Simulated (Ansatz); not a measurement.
Effect of Se on a Sn site (antisite) on SnSe

The parent structure is a 16-atom supercell of SnSe in the GeS type structure (space group Pnma, No. 62; a = 11.493 Å, b = 4.169 Å, c = 4.385 Å; layered, stacked along the Cartesian x axis) at its relaxed geometry.

One thing is altered: one Sn atom is replaced by Se, atoms relaxed at fixed cell, starting from a slightly rattled geometry.

Level of theory: plane-wave PAW DFT at the PBE-D3(BJ) level (Ansatz, a first-principles code, 420 eV), spin-orbit coupling left out. k-mesh 2×4×4 (Γ-centred); smearing 0.01 eV (Fermi–Dirac).

```json
[
 {"quantity": "pressure", "base": "0.0 GPa", "changed": "-1.2 GPa", "shift": "-1.2 GPa"},
 {"quantity": "largest displacement of a host atom from its site in the perfect cell", "base": "–", "changed": "0.14 Å", "shift": "–"}
]
```

Final structure:

```yaml
crystal:
  lattice:
    - [11.49319, 0.00000, 0.00000]
    - [0.00000, 4.16897, -4.38450]
    - [0.00000, 4.16897, 4.38450]
  atoms:
    - { symbol: Se, position: [0.12260, 0.07182, 0.17810] }
    - { symbol: Sn, position: [0.11391, 0.58079, 0.66932] }
    - { symbol: Sn, position: [0.38351, 0.07717, 0.67170] }
    - { symbol: Sn, position: [0.38354, 0.57806, 0.17299] }
    - { symbol: Sn, position: [0.88199, 0.92313, 0.83313] }
    - { symbol: Sn, position: [0.88207, 0.41630, 0.32678] }
    - { symbol: Sn, position: [0.61692, 0.93132, 0.31879] }
    - { symbol: Sn, position: [0.61927, 0.42174, 0.82835] }
    - { symbol: Se, position: [0.85565, 0.89809, 0.35166] }
    - { symbol: Se, position: [0.85741, 0.38418, 0.86588] }
    - { symbol: Se, position: [0.64204, 0.88976, 0.85723] }
    - { symbol: Se, position: [0.64210, 0.39278, 0.36033] }
    - { symbol: Se, position: [0.13923, 0.11157, 0.63485] }
    - { symbol: Se, position: [0.13928, 0.61477, 0.13842] }
    - { symbol: Se, position: [0.36802, 0.11000, 0.14008] }
    - { symbol: Se, position: [0.35309, 0.61134, 0.63876] }
```

The magnetic state is the one reached from the starting moments; the real material's order can differ, and small cells can't hold many antiferromagnetic ones. The cell is small, so the values are those of an ordered compound at a high defect concentration; dilute-limit values will differ. A case with no gap was solved on a k-mesh chosen for an insulator, which is coarse for it. Seeded moments were not kept for Se on a Sn site (antisite). The defect cell is spin-polarised and ends with 0.0 μB. The D3 term's C6 switches between coordination references near this geometry, which can add small steps to energies.
